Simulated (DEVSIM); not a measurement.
System: illuminated Si p-on-n cell, one wavelength, at 300 K.

Layer 1 from the left is Si, thickness (μm) 0.170, Na (cm⁻³) 7.9e18, τn (s) 5.6e-8, τp (s) 3.1e-6, absorption coefficient (cm⁻¹) 53000. Layer 2 from the left is Si, thickness (μm) 40.0, Nd (cm⁻³) 1.3e17, τn (s) 3.1e-6, τp (s) 3.1e-6, absorption coefficient (cm⁻¹) 53000.

Left contact: ohmic, minority electron recombination velocity 7e5 cm/s. Right contact: ohmic, minority hole recombination velocity 7e6 cm/s. Voltage is applied to the left contact. Recombination: SRH at mid-gap, radiative, Auger. Gap narrowing is on: ΔEg = 6.92 meV × (l + √(l² + 0.5)), l = ln(N/1.3e17 cm⁻³), shared equally by both band edges. Light enters at the left, 1.6e17 photons cm⁻² s⁻¹, one pass, no reflection. Mobility is constant in doping.

This is a model device: material constants are rounded textbook-type values typed into the input, and sizes, dopings and lifetimes were drawn at random. Values at 300 K.

Si: gap (eV) 1.124, affinity (eV) 4.05, permittivity 11.7, Nc (cm⁻³) 2.86e19, Nv (cm⁻³) 3.1e19, μn (cm²/Vs) 1417, μp (cm²/Vs) 470, B (cm³/s) 4.7e-15, Cn (cm⁶/s) 2.8e-31, Cp (cm⁶/s) 9.9e-32.

Simulated with DEVSIM: 1D drift-diffusion, Boltzmann statistics, complete ionisation; no tunnelling, impact ionisation, image-force lowering or self-heating.

Task: What does the simulation give for the short-circuit current, the dark forward voltage at 1 A/cm²?

Result: short-circuit current 23.4 mA/cm²; dark forward voltage at 1 A/cm² 0.650 V.
